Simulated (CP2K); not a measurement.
Band structure of MgZnCu (Imma, 6 atoms in the cell).

```
MgZnCu
1.0
    5.08367     0.00000     0.00000
   -0.03480     5.08355     0.00000
   -2.49337    -2.57263     3.60672
Mg Zn Cu
2 2 2
Cartesian
 -0.02767   3.79555   0.90168
  2.58318  -1.28463   2.70504
  1.27775   1.25546   1.80336
  2.54184   0.00000   0.00000
  2.52444   2.54178   0.00000
 -1.26408   1.25546   1.80336
```

Level of theory: LDA (Pade form), GPW, DZVP-MOLOPT-SR-GTH basis, GTH-PADE potentials (GTH_POTENTIALS) (CP2K).

Settings: CUTOFF = 1000 Ry; REL_CUTOFF = 60 Ry; SMEAR/METHOD = FERMI_DIRAC; ELECTRONIC_TEMPERATURE = 1160.45 K; KPOINTS/SCHEME = MONKHORST-PACK 5 5 5; XC_FUNCTIONAL = PADE; Mg/BASIS_SET = DZVP-MOLOPT-SR-GTH; Mg/POTENTIAL = GTH-PADE-q10; Zn/BASIS_SET = DZVP-MOLOPT-SR-GTH; Zn/POTENTIAL = GTH-PADE-q12; Cu/BASIS_SET = DZVP-MOLOPT-SR-GTH; Cu/POTENTIAL = GTH-PADE-q11; METHOD = GPW; EPS_DEFAULT = 1e-10.

The starting cell comes from a database of computed structures (which also holds hypothetical and non-ambient phases and stackings), without a prior relaxation at this level. Its lattice was rescaled by a random factor within 2.5 % of one. Spin polarisation is off. Values carry the incompleteness of an atom-centred basis.

Levels in eV from the Fermi level, bands 30 to 35:
| point | 30 | 31 | 32 | 33 | 34 | 35 |
|---|---|---|---|---|---|---|
| Γ | -1.65 | -1.11 | -0.88 | -0.59 | 1.27 | 1.37 |
| X | -2.86 | -2.80 | -2.06 | -1.27 | 0.79 | 3.12 |
| L | -2.94 | -2.75 | -2.74 | 0.66 | 0.75 | 1.77 |
| T | -3.29 | -2.04 | -2.04 | -1.83 | -1.83 | 6.07 |
| W | -3.22 | -2.89 | -2.89 | 0.76 | 0.76 | 1.94 |
| R | -2.77 | -1.86 | -1.02 | -0.54 | -0.15 | 0.23 |
| X1 | -2.86 | -2.80 | -2.06 | -1.27 | 0.79 | 3.12 |
| Z | -2.87 | -2.80 | -2.44 | -1.59 | -1.33 | 5.59 |
| Y | -2.99 | -2.82 | -2.26 | -1.48 | 0.78 | 3.71 |
| S | -3.28 | -1.31 | -0.69 | -0.37 | -0.32 | 0.08 |

Bands cross the Fermi level along this path, so the cell is metallic at this level.

Higher empty bands are left out: an atom-centred basis made for the valence describes them poorly.
